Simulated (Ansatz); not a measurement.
The parent structure is Ru in the hcp (Mg type) structure (space group P6_3/mmc, No. 194; a = 2.7219 Å, c = 4.2940 Å; relaxed with 0.1 eV smearing). Axes: x lies along a and z along c of the hexagonal cell.

Computed with PBE (Ansatz, a quantum-chemistry and plane-wave program), spin-orbit coupling left out.

Before the change:

```
Property                          Value
-----------------------------  --------
Pressure                        0.0 GPa
Band gap                           zero
Shortest interatomic distance  266.1 pm
```

Modification: uniaxial strain ε_zz = −1.50 %, all other strain components held at zero, atoms relaxed at fixed cell.

Q: Estimate the effect on the energy relative to the base, pressure, band gap and shortest interatomic distance.

A: The energy rises by 6.4 meV/atom; the pressure (mean of the normal stresses, compression positive) goes from zero to 5.2 GPa; the band gap remains zero; the shortest interatomic distance decreases by 2.6 pm, from 266.1 pm to 263.5 pm.

No phonon test of stability was made. The final runs are not spin-polarised.
